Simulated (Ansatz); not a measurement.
## ZnInNO (model structure, started from the AlSiCN type, P3m1, No. 156, 4 atoms in the cell)

Level of theory: r²SCAN in Ansatz (plane waves, PAW).

Settings: plane-wave cutoff 560 eV, 18×18×10 k mesh (along the axes of the cell as run), Fermi–Dirac smearing 0.05 eV, scalar-relativistic PAW data made under PBE.

Cell (relaxed at this level):

```
InZnNO
1.0
    3.44866     0.00000     0.00000
   -1.72433     2.98663     0.00000
    0.00000     0.00000     5.39760
In Zn O N
1 1 1 1
Direct
  0.33333   0.66667   0.51078
  0.66667   0.33333   0.99697
  0.33333   0.66667   0.11129
  0.66667   0.33333   0.63095
```

- band gap: 0.29 eV (on the SCF k mesh)
- bulk modulus: 137 GPa

Note: the bulk modulus is −V dP/dV from two relaxed cells at ±2 % in volume; the relaxation could raise the start's symmetry but not lower it, so the cell can be a saddle point.

Spin–orbit coupling is not included.

Static lattice: no zero-point or thermal effects.

A model structure was made by putting elements into a prototype or built by hand; it is no filed structure, need not be a known phase, and can be a saddle point held by its symmetry.

Ansatz is a quantum-chemistry and plane-wave program.
